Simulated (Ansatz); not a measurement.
Reference: ZnSe (F-43m), PBEsol with spin-orbit coupling, rigid bands (plane waves, PAW; Ansatz, a program for electronic structure); axes and stresses refer to this cell.

```
ZnSe
1.0
    0.00000     2.81662     2.81662
    2.81662     0.00000     2.81662
    2.81662     2.81662     0.00000
Zn Se
1 1
Direct
  0.00000   0.00000   0.00000
  0.75000   0.75000   0.75000
```

The band gap is 1.11 eV and the Seebeck coefficient, n-type 1e19 cm⁻³ comes out as -64 μV/K. The Seebeck coefficient, p-type 1e19 cm⁻³ is 297 μV/K.

Question: Change: hydrostatic pressure -2 GPa. What happens to band gap, Seebeck coefficient, n-type 1e19 cm⁻³, Seebeck coefficient, p-type 1e19 cm⁻³?

Answer: band gap decreases to 0.99 eV; Seebeck coefficient, n-type 1e19 cm⁻³ drops in size to -61 μV/K; Seebeck coefficient, p-type 1e19 cm⁻³ moves little, to 301 μV/K.

Question: Change: hydrostatic pressure 10 GPa. What happens to band gap, Seebeck coefficient, n-type 1e19 cm⁻³, Seebeck coefficient, p-type 1e19 cm⁻³?

Answer: band gap increases to 1.60 eV; Seebeck coefficient, n-type 1e19 cm⁻³ increases in size to -76 μV/K; Seebeck coefficient, p-type 1e19 cm⁻³ falls to 282 μV/K.

Seebeck coefficients are for the stated density at 300 K, with one relaxation time for all states and whether or not that doping can be reached. Stresses and pressures are the targets of the relaxation.  The structure type is held under load, also where the real crystal would transform.
